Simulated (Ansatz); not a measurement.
The reference is KF in the rock salt structure (space group Fm-3m, No. 225; a = 5.318 Å).

Level of theory: Kohn–Sham DFT with the r2SCAN functional, run in Ansatz (a program for electronic structure) with PAW and 500 eV plane waves, scalar-relativistic without spin-orbit coupling.

Before the change:

The lattice parameter a comes out as 5.318 Å and the band gap is 6.91 eV.

Modification: a hydrostatic pressure of 2.1 GPa.

Problem. How does this affect the lattice parameter a?

Solution. The lattice parameter a decreases by 0.092 Å to 5.226 Å.

Problem. Estimate the effect on the band gap.

Solution. The band gap increases by 0.29 eV, from 6.91 eV to 7.20 eV.

Load acts through the strain it causes; cell and atoms are relaxed under it. Gaps are Kohn–Sham eigenvalue differences; semilocal functionals usually give less than the measured gap. Stability against distortions was not tested.
